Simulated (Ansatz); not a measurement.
Effect of holes 3.0×10^21 cm⁻³ on TiO2

Start from TiO2 in the anatase structure (space group I4_1/amd, No. 141; a = 3.7779 Å, c = 9.5838 Å).

Modification: hole doping at 3.0×10^21 cm⁻³ (0.205 per cell), with a uniform compensating background at fixed cell and a 300 K Fermi–Dirac width.

All numbers come from r2SCAN (Ansatz, a first-principles code), no spin-orbit coupling. k-mesh 17×17×17 (Γ-centred); smearing 0.0259 eV (Fermi–Dirac).

The gap between the host's bands rises by 0.036 eV (2.53 eV → 2.56 eV) and the gap character stays indirect, Γ–X (87 % along) → Γ. The Fermi level relative to the doped band's edge (positive inside the band; to 0.05 eV) is +0.15 eV.

Charged cell with a jellium background: band edges are those of the host's band count, energies are not comparable with the neutral cell, and many-body gap narrowing is missing. No phonon test of stability was made. All final runs are without spin polarisation.
